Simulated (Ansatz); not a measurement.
The starting structures come from a database of crystals and need not be the phases stable at ambient conditions.

 Where the default PAW files enter, the runs use the earlier of Ansatz's two default sets.

**Evanescent states of LaAgSO (P4/nmm, not sure to be the ambient phase, 8 atoms a cell, 19.0 Å³ an atom) along the normal of (001)**

The numbers are results of r2SCAN (plane waves, PAW; Ansatz, a quantum-chemistry and plane-wave program), not measurements.

No gap correction and no spin-orbit coupling; mid-gap values are interpolated between computed energies.

Energies count from the valence-band top; κ is the least over a 8×8 mesh across the current.

```json
[
 {"E (eV)": "0.05", "κ (1/Å)": "0.123", "where": "Γ"},
 {"E (eV)": "0.15", "κ (1/Å)": "0.202", "where": "Γ"},
 {"E (eV)": "0.25", "κ (1/Å)": "0.219", "where": "Γ"},
 {"E (eV)": "0.35", "κ (1/Å)": "0.223", "where": "Γ"},
 {"E (eV)": "0.45", "κ (1/Å)": "0.226", "where": "Γ"},
 {"E (eV)": "0.55", "κ (1/Å)": "0.228", "where": "Γ"},
 {"E (eV)": "0.65", "κ (1/Å)": "0.228", "where": "Γ"},
 {"E (eV)": "0.75", "κ (1/Å)": "0.226", "where": "Γ"},
 {"E (eV)": "0.85", "κ (1/Å)": "0.223", "where": "Γ"},
 {"E (eV)": "0.95", "κ (1/Å)": "0.219", "where": "Γ"},
 {"E (eV)": "1.05", "κ (1/Å)": "0.212", "where": "Γ"},
 {"E (eV)": "1.15", "κ (1/Å)": "0.204", "where": "Γ"},
 {"E (eV)": "1.25", "κ (1/Å)": "0.193", "where": "Γ"},
 {"E (eV)": "1.35", "κ (1/Å)": "0.179", "where": "Γ"},
 {"E (eV)": "1.45", "κ (1/Å)": "0.160", "where": "Γ"},
 {"E (eV)": "1.55", "κ (1/Å)": "0.136", "where": "Γ"},
 {"E (eV)": "1.65", "κ (1/Å)": "0.100", "where": "Γ"}
]
```

Task: How thick must the barrier be to attenuate the transmission by 10^8 when the electrodes' Fermi level lies at 0.25 eV, and what attenuation does that film give at 0.55 eV?

Result: d = 8 ln 10 / (2 × 0.219) = 42.1 Å. At 0.55 eV it gives 8 × 0.228/0.219 = 8.3 decades.
